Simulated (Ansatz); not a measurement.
Worked example: self-consistent single point of BaS (Fm-3m, 2 atoms in the cell) in Ansatz (a quantum-chemistry and plane-wave program).

Level of theory: LDA (PW92), default PAW files made with PBE (plane waves; Ansatz).

```
BaS
1.0
    0.00000     3.19500     3.19500
    3.19500     0.00000     3.19500
    3.19500     3.19500     0.00000
Ba S
1 1
Direct
  0.00000   0.00000   0.00000
  0.50000   0.50000   0.50000
```

Reference input (self-consistent single point, DFT, PBE, plane waves, default PAW files): kpoints.mp_grid.grid = 7 7 7; hamiltonian.xc = pbe; hamiltonian.pseudopotentials = {kind: paw} (the program's default PAW files); scf.occupations.method = fermi_dirac; scf.occupations.width = 0.0007 Ry. This run's input differs from it in these lines:

Ansatz 0.2 input:
```diff
@@ -12,3 +12,3 @@
 hamiltonian:
-  xc: pbe
+  xc: lda
   pseudopotentials: { kind: paw }
```

The program printed (abridged):

```
SCF iter   1: F=—  HF=-6653.439211 eV  |F-HF|=—  |Δ(HF+E_count)|=         —  Δρ=5.36e-3  dr2=3.20e-2  ethr=1.77e-3  ⟨swp⟩=10.0  Hψ=2072  notcnv=0
all-band conjugate gradients solve this SCF's bands
preconditioner: auto → none
SCF iter   2: F=—  HF=-6653.430775 eV  |F-HF|=—  |Δ(HF+E_count)|=   8.44e-3  Δρ=2.69e-3  dr2=4.35e-3  ethr=2.00e-4  ⟨swp⟩=3.0  Hψ=619  notcnv=0
SCF iter   3: F=—  HF=-6653.429502 eV  |F-HF|=—  |Δ(HF+E_count)|=   1.27e-3  Δρ=1.18e-3  dr2=6.12e-4  ethr=2.72e-5  ⟨swp⟩=2.9  Hψ=439  notcnv=0
SCF iter   4: F=—  HF=-6653.429359 eV  |F-HF|=—  |Δ(HF+E_count)|=   1.43e-4  Δρ=2.38e-4  dr2=1.86e-5  ethr=3.83e-6  ⟨swp⟩=1.2  Hψ=245  notcnv=0
SCF iter   5: F=—  HF=-6653.429354 eV  |F-HF|=—  |Δ(HF+E_count)|=   5.08e-6  Δρ=3.32e-5  dr2=3.63e-7  ethr=1.16e-7  ⟨swp⟩=2.0  Hψ=337  notcnv=0
SCF iter   6: F=-6653.429354 eV  HF=-6653.429354 eV  |F-HF|=2.27e-8  |Δ(HF+E_count)|=   4.23e-8  Δρ=5.19e-6  dr2=3.26e-8  ethr=6.25e-10  ⟨swp⟩=5.8  Hψ=1293  notcnv=0
SCF 1 converged in 6 iterations: F = -6653.429354 eV  dr2 = 3.26e-8
Free energy (F): -6653.429354 eV
Internal energy: -6653.429354 eV  (E = F + TS)
E sigma→0 (E₀):  -6653.429354 eV
Fermi energy:    6.553447 eV
--- Forces (eV/Å), atoms counted from 1 ---
  atom   1  Ba    -0.00000000     0.00000000    -0.00000000
  atom   2  S      0.00000000     0.00000000     0.00000000
--- Stress (GPa, compression-positive) ---
       -2.518433      -0.000000      -0.000000
        0.000000      -2.518433      -0.000000
       -0.000000      -0.000000      -2.518433
  P = ⅓ Tr σ = -2.5184 GPa (-25.184 kbar)
  The stress holds the Pulay correction. Without it, at fixed plane waves, as pw.x and ABINIT print it: P = -2.5224 GPa
```

The run converged in 6 iterations. Against the reference run the pressure goes from 0.78 to -2.52 GPa and the gap on the mesh goes from 2.266 to 2.067 eV.

The starting cell has typed, rounded lattice constants, without a prior relaxation at this level. Ansatz's pressure includes its estimate of the finite-basis (Pulay) stress.
